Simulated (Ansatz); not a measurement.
Start from a 20-atom supercell of La2O3 (space group P-3m1, No. 164; a = 3.9061 Å, c = 6.0400 Å) at its relaxed geometry.

All numbers come from plane-wave PAW DFT at the PBEsol level (Ansatz, an electronic-structure program, 420 eV), no spin-orbit coupling.

One neutral defect a cell, atoms relaxed at fixed cell.

One change was made to it. Results:

```json
[
 {"quantity": "gap of the supercell", "base": "3.78 eV", "after": "zero"},
 {"quantity": "pressure", "base": "0.0 GPa", "after": "1.0 GPa"},
 {"quantity": "total moment of the cell", "base": "–", "after": "0.0 μB"},
 {"quantity": "largest displacement of a host atom from its site in the perfect cell", "base": "–", "after": "0.11 Å"}
]
```

Name the change that was made.
A) Cs on a La site, symmetric start
B) Li interstitial (started 2.29 Å from the nearest host atom)
C) Ca on a La site

B, Li interstitial (started 2.29 Å from the nearest host atom). For comparison, the pressure in the other runs: Ca on a La site gives -1.1 GPa; Cs on a La site, symmetric start gives 4.8 GPa.

Other magnetic orders, which the real material may have, were not ruled out. In so small a cell the defect repeats every few ångströms: this is an ordered compound, not a dilute defect. The mesh was chosen for an insulator and is coarse for the gapless case. Defects with a symmetric start kept the site's symmetry and may sit on a saddle; the others started slightly shaken. Starting moments died away, wholly or in part, for Li interstitial (started 2.29 Å from the nearest host atom); another magnetic solution may exist.
